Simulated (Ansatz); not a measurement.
Base system: PbZrO₃ in the cubic perovskite structure (space group Pm-3m, No. 221; a = 4.141 Å; a cell from a computed database, its experimental status unchecked). Axes: x, y, z lie along the cube axes.

It is then changed as follows: strain tensor (xx, yy, zz, yz, xz, xy) = (−0.21, +0.29, +0.48, −0.24, +0.14, +0.18) %; the atoms relax in the strained cell.

Levels (all Ansatz, an electronic-structure program, PAW, earlier PAW set): PBEsol (420 eV, spin-orbit coupling left out); r2SCAN (500 eV, scalar-relativistic without spin-orbit coupling); HSE06 (420 eV, no SOC); PBEsol+SOC (420 eV, with spin-orbit coupling).

One geometry, relaxed with PBEsol, under each level:

| level | band gap | lowest conduction level above the VBM at special points | pressure |
|---|---|---|---|
| PBEsol | 2.29 eV | X 2.29 eV; Z 2.32 eV; Y 2.33 eV; Γ 3.66 eV | -0.93 GPa |
| r2SCAN | 2.85 eV | X 2.85 eV; Z 2.88 eV; Y 2.89 eV; Γ 4.26 eV | 1.32 GPa |
| HSE06 | 3.44 eV | X 3.44 eV; Z 3.48 eV; Y 3.49 eV; Γ 5.07 eV | – |
| PBEsol+SOC | ___ | ___ | -0.93 GPa |

Q: Give the withheld PBEsol+SOC results.

A: 
- PBEsol+SOC, band gap: 1.97 eV
- PBEsol+SOC, lowest conduction level above the VBM at special points: X 1.97 eV; Z 2.00 eV; Y 2.01 eV; Γ 3.65 eV

Single points use the geometry relaxed with PBEsol. Their cutoffs differ, which shifts pressures a little. HSE06 gaps are upper bounds (no full band path). Differences between runs with and without spin-orbit coupling are approximate. With Pb present, leaving out spin-orbit coupling can change the band edges. Whether these cells are dynamically stable was not tested. Many cubic perovskites are stable only at high temperature; tilts and polar distortions were not tested. k-point labels follow each cell's own Brillouin zone.
